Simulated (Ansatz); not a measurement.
The starting structures come from a database of crystals and need not be the phases stable at ambient conditions.

The decay constant κ of evanescent states in the gap governs leakage through a thin film.

Data:

```xyz
18
Lattice="6.1502 0.0000 0.0000 3.0751 8.9228 0.0000 0.0000 2.0173 5.6507" Properties=species:S:1:pos:R:3 pbc="T T T"
Ba     6.0600     7.1543     0.5029
Ba     3.1652     3.7044     4.9199
Ba     6.0600     2.6958     2.0946
Ba     3.1652     8.1629     3.3283
In     2.6861     4.9775     1.4456
In     6.5391     5.9861     4.2709
In     3.0751     0.9584     2.6845
In     6.1501     1.9670     5.5098
O      2.2527     5.6668     3.3765
O      6.9725     4.6581     0.5511
O      5.8351     7.6685     3.3390
O      3.3901     3.0852     1.7899
O      5.8351     4.0939     4.6152
O      3.3901     6.6599     0.5137
O      1.5117     0.5834     1.2492
O      7.7135     9.2624     1.3362
O      7.6619    10.2710     4.1616
O      1.5634     1.5920     4.0745
```

Space group of this cell: Ima2. The cell is taken as given; by PBEsol its mean pressure is -2.5 GPa.

Transport runs along the normal of the first two printed cell vectors.

The gap is the functional's own. No spin-orbit coupling. Mid-gap values are interpolated on the energy grid.

Q: Compute, with Ansatz (a quantum-chemistry and plane-wave program) with PBEsol, the band gap and the smallest decay constant κ at mid-gap.

A: Gap 0.87 eV on a 6×6×6 mesh; κ = 0.145 1/Å, at the zone centre.
